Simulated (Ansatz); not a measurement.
The starting structures come from a database of crystals and need not be the phases stable at ambient conditions.

By PBEsol, the system below comes out a metal.

Without scattering a metal conducts by its projected Fermi surface.

Here is the system:

```xyz
4
Lattice="3.1339 0.0000 0.0000 0.0000 5.4168 0.0000 1.5670 0.0000 2.7140" Properties=species:S:1:pos:R:3 pbc="T T T"
Hf     3.1339     1.3542     1.8094
Hf     1.5670     4.0626     0.9047
N      0.0000     0.0000     0.0000
N      0.0000     2.7084     0.0000
```

Space group of this cell: P6_3/mmc, NiAs type. The cell is taken as given; by PBEsol its mean pressure is -2.4 GPa.

The current flows along the normal of the first two printed cell vectors, the (100) plane of the conventional cell. No spin-orbit coupling; the value is a mean over 0.1 eV about the Fermi level.

Q: Estimate the ballistic conductance per area that PBEsol (Ansatz, an electronic-structure program) returns for this system.

A: 0.36 × 10¹⁵ S/m² for both spins.
